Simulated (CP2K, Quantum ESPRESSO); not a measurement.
**Equation of state of BaTiO3 (space group 99): energy against volume (CP2K, PBE)**

```
CELL_PARAMETERS angstrom
      3.91905     0.00000     0.00000
      0.00000     3.91905     0.00000
      0.00000     0.00000     3.96816
ATOMIC_POSITIONS crystal
  Ba 0.00000 0.00000 0.00000
  Ti 0.50000 0.50000 0.51300
  O  0.50000 0.50000 0.97700
  O  0.00000 0.50000 0.48700
  O  0.50000 0.00000 0.48700
```

Method: PBE, GPW, DZVP-MOLOPT-SR-GTH basis, GTH-PBE potentials (GTH_POTENTIALS) (CP2K). Settings: CUTOFF = 780 Ry; REL_CUTOFF = 60 Ry; SMEAR/METHOD = FERMI_DIRAC; ELECTRONIC_TEMPERATURE = 116.05 K; KPOINTS/SCHEME = MONKHORST-PACK 8 8 8; GAMMA_CENTERED = T; XC_FUNCTIONAL = PBE; Ba/BASIS_SET = DZVP-MOLOPT-SR-GTH-q10; Ba/POTENTIAL = GTH-PBE-q10; Ti/BASIS_SET = DZVP-MOLOPT-SR-GTH-q12; Ti/POTENTIAL = GTH-PBE-q12; O/BASIS_SET = DZVP-MOLOPT-SR-GTH-q6; O/POTENTIAL = GTH-PBE-q6; METHOD = GPW; EPS_DEFAULT = 1e-10; NGRIDS = 5. The cell above is the first row's. The rows scale it uniformly. In all rows fractional positions and the k mesh are held. E is the free energy at the stated smearing, counted from the lowest row.

| V (Å^3/atom) | E (meV/atom) |
|---|---|
| 12.189 | 48.26 |
| 12.454 | 25.87 |
| 12.719 | 10.86 |
| 12.984 | 2.46 |
| 13.249 | 0.00 |
| 13.514 | 2.86 |
| 13.779 | 10.48 |
| 14.044 | 22.36 |
| 14.309 | ? |

Fit E of the 8 rows that show it with the third-order Birch-Murnaghan form, a cubic in V^(-2/3). With u = V^(-2/3) - 0.180, the rows have u = 0.008808, 0.006120, 0.003526, 0.001020, -0.001401, -0.003744, -0.006011, -0.008207. Least squares gives E = 0.756 + 1195.31·u + 471374·u² + 599032·u³. Residuals (row less fit): -0.003, 0.006, 0.003, -0.006, -0.005, 0.003, 0.007, -0.004; standard error 0.007 (degrees of freedom: 4). Its minimum lies at u = -0.001271, so V0 = (0.178729)^(-3/2) = 13.23. There d²E/du² = 938200 and d³E/du³ = 3594000, so B0 = (4/9) × 13.23^(-7/3) × 938200 × 0.160218 = 161 GPa (the last factor turns the table's units into GPa), and B0' = 4 + (2/3) × 0.178729 × (3594000)/938200 = 4.5. The program's pressures in the fitted runs (not shown) pass through zero at V = 13.23, 0.00 % from this V0.

Estimate the missing E (V = 14.309); what did the run itself give?

u = -0.010334, so E = 0.756 + 1195.31 × (-0.010334) + 471374 × (-0.010334)² + 599032 × (-0.010334)³ = 38.081 meV/atom. The calculation gives 38.07 meV/atom, 0.011 meV/atom below the prediction (under 0.05 % of the range of E in the table). The row lies outside the fitted rows, so this is an extrapolation. From the scatter of the fitted rows alone, a prediction at this place has a standard error of 0.017 meV/atom, so the miss is 0.6 times that.

Carrying the step between the two nearest rows on in a straight line would have given 34.24, off by 3.83; series whose last step already gives the withheld value aren't shown. The scan was laid around a cell of about the measured size, scaled by a guess for this functional; axis ratios and inner coordinates come from that cell. This is the room-temperature phase, which isn't the ground state. The runs keep the symmetry of the cell, so they don't test it for distortions. A plane-wave scan with the same functional (Quantum ESPRESSO, GBRV) gives V0 = 13.16 Å^3/atom and B0 = 160 GPa; a Birch-Murnaghan fit to all rows here lies 0.6 % from it in V0 and 0 % in B0; the two differ in basis, and may differ in potentials and mesh. Values carry the incompleteness of an atom-centred basis. Spin-orbit coupling is off. The shape of the cell and the inner coordinates aren't relaxed, so V0 and B0 belong to this uniform scaling; a relaxed crystal lies no higher in energy and is usually softer (forces reach 0.87 eV/Å in these rows). Cutoffs and mesh are single choices, not tested for convergence of this quantity. Series with a scatter that would blur these digits, or in which a gap closes, are not shown. Nor are scans whose minimum lies at an end fitted in this form.
